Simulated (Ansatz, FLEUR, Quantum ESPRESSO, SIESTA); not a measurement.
# One structure in several programs: LaB6 (Pm-3m, 7 atoms in the cell)

Self-consistent single point.

```
LaB6
1.0
    4.16216     0.00000     0.00000
    0.00000     4.16216     0.00000
    0.00000     0.00000     4.16216
La B
1 6
Direct
  0.00000   0.00000   0.00000
  0.80012   0.50000   0.50000
  0.19988   0.50000   0.50000
  0.50000   0.80012   0.50000
  0.50000   0.19988   0.50000
  0.50000   0.50000   0.80012
  0.50000   0.50000   0.19988
```

All programs got the same cell, k-point mesh and kind of occupations (in Ansatz's words: kpoints.mp_grid.grid = 11 11 11; scf.occupations.method = fermi_dirac; scf.occupations.width = 0.05 eV); potentials, basis and cutoffs are each program's usual ones.

| code | model | pressure (GPa) | largest force (eV/Å) | k-points | cutoff |
|---|---|---|---|---|---|
| SIESTA | GGA PBE, numerical atomic orbitals TZP, PseudoDojo PBE standard norm-conserving potentials (rewritten from UPF to PSML) | 2.31 | 0.021 | 666 | grid 300 Ry |
| Quantum ESPRESSO | PBE, GBRV 1.5 ultrasoft (PBE) pseudopotentials | -1.14 | 0.000 | 56 | 40 Ry |
| Ansatz | PBE, PAW files | -1.08 | 0.002 | 56 | 420 eV |
| FLEUR | PBE, all-electron FLAPW (FLEUR), scalar-relativistic valence | – | 0.015 | 56 | Kmax 4.1 1/bohr |

A dash marks a value that a program does not give, or that is left out as unsure.

The spread over the programs that give each value: pressure within 3.45 GPa; largest force within 0.021 eV/Å.

The starting cell comes from a database of computed structures (which also holds hypothetical and non-ambient phases and stackings), without a prior relaxation at this level. Its lattice was rescaled by a random factor within 2.5 % of one.

Why do the programs differ, and what cannot be compared?

Differences of this kind can come from the potentials, where these differ, and from what each basis and cutoff leave unconverged. The zero of total energies and Fermi levels follows the potentials and each program's conventions, so they are not compared here. SIESTA uses small atom-centred bases, whose incompleteness enters pressures, forces and empty levels differently from a plane-wave cutoff. FLEUR treats all electrons, but the usual bases taken here (sphere radii, linearisation, local orbitals, empty states) were not tested for convergence, so the values are no reference for the others. Ansatz's pressure is given at a fixed set of plane waves, as the other plane-wave codes print theirs; with its correction for the finite basis it is -0.93 GPa. The programs reduce the same mesh by symmetry to different extents, which changes the work and not the result. In the pressure, SIESTA (by 3.43) lies more than 1 GPa from the median of the plane-wave programs.

Left out of this page: ABINIT (stopped by limits of time or memory); GPAW (not drawn, or without a comparable value).

Ansatz is an electronic-structure program.

Keys are those of Ansatz 0.2.
